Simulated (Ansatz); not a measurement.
The reference is TiO₂ in the anatase structure (space group I4_1/amd, No. 141; a = 3.739 Å, c = 9.455 Å).

Calculations: Ansatz (a first-principles code), LDA, PAW, cutoff 420 eV, no spin-orbit coupling.

For the base:

The band gap is 2.08 eV and the pressure is 0.00 GPa.

The change: the cell is scaled by 1.0180 in all directions; the atoms relax in the strained cell.

### Question
What does the calculation give for the energy relative to the base after the change?

### Answer
The energy goes up by 20 meV/atom.

### Question
What happens to the band gap?

### Answer
The band gap drops by 0.04 eV (2.08 eV → 2.04 eV).

### Question
How does this affect the largest internal atomic displacement?

### Answer
The largest internal atomic displacement is 0.021 Å.

### Question
What happens to the pressure?

### Answer
The pressure (mean of the normal stresses, compression positive) goes from zero to -10.27 GPa.

Stability against distortions was not tested. The final runs are not spin-polarised.
